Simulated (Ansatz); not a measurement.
Phonon-limited resistivity of Ti2AlN (P6_3/mmc) against temperature in μΩ·cm, PBEsol, DFPT electron-phonon coupling, linearised Boltzmann equation in Ansatz (a first-principles code), harmonic crystal at a fixed cell. x, y and z are the axes of this cell:
```yaml
crystal:
  lattice:
    - [2.96362, 0.00000, 0.00000]
    - [-1.48181, 2.56657, 0.00000]
    - [0.00000, 0.00000, 13.53511]
  atoms:
    - { symbol: Ti, position: [0.33333, 0.66667, 0.08501] }
    - { symbol: Ti, position: [0.66667, 0.33333, 0.91499] }
    - { symbol: Ti, position: [0.66667, 0.33333, 0.58501] }
    - { symbol: Ti, position: [0.33333, 0.66667, 0.41499] }
    - { symbol: Al, position: [0.33333, 0.66667, 0.75000] }
    - { symbol: Al, position: [0.66667, 0.33333, 0.25000] }
    - { symbol: N, position: [0.00000, 0.00000, 0.00000] }
    - { symbol: N, position: [0.00000, 0.00000, 0.50000] }
```

```
T      ρ (x, y)  ρ (z)
-----  --------  -----
50 K      0.084  0.138
77 K       0.58   0.89
100 K      1.49    2.2
150 K       4.6      ?
200 K         ?   11.8
250 K      12.2   17.1
273 K      14.0   19.5
300 K      16.1     22
```

**Question.** Some entries are withheld; supply them.

**Answer.** 
- 150 K, ρ (z): 6.6
- 200 K, ρ (x, y): 8.3

A metal at this level (no band gap). Only scattering by harmonic phonons is included (no impurities, grain boundaries, electron-electron scattering or thermal expansion). Spin-orbit coupling is left out. Halving the electron mesh (32x32x8) moves the resistivity by up to 7 %. Smearing 0.20 eV; phonons on a 5x5x1 q mesh, which this run doesn't test and which matters most at low temperature.

Computed structure with no diffraction record at hand here (it may be known, metastable or hypothetical): Ti2AlN (P6_3/mmc).
